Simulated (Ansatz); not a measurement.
```
WSi2
1.0
   -1.62520     1.60119     3.90885
    1.62520    -1.60119     3.90885
    1.62520     1.60119    -3.90885
Si W
2 1
Direct
  0.66533   0.66533   0.00000
  0.33467   0.33467   0.00000
  0.00000   0.00000   0.00000
```

No spin polarisation.

All numbers come from DFT with PBEsol, PAW potentials and a 420 eV plane-wave cutoff in Ansatz (a quantum-chemistry and plane-wave program), no SOC. Settings: 25×25×25 k-points, 0.1 eV Fermi–Dirac smearing.

Predict the band gap.

Zero.

What is the computed stress (xx, yy, zz, yz, xz, xy; compression positive)?

(-6.3, -1.9, -1.5, 0.0, 0.0, 0.0) GPa.

What is the computed space group?

Immm (No. 71).

The cells carry an imposed strain or load. Whether these cells are dynamically stable was not tested. The final runs are not spin-polarised. The cell was made from WSi$_{2}$ (space group I4/mmm, No. 139) by this change: uniaxial strain ε_xx = +1.50 %.
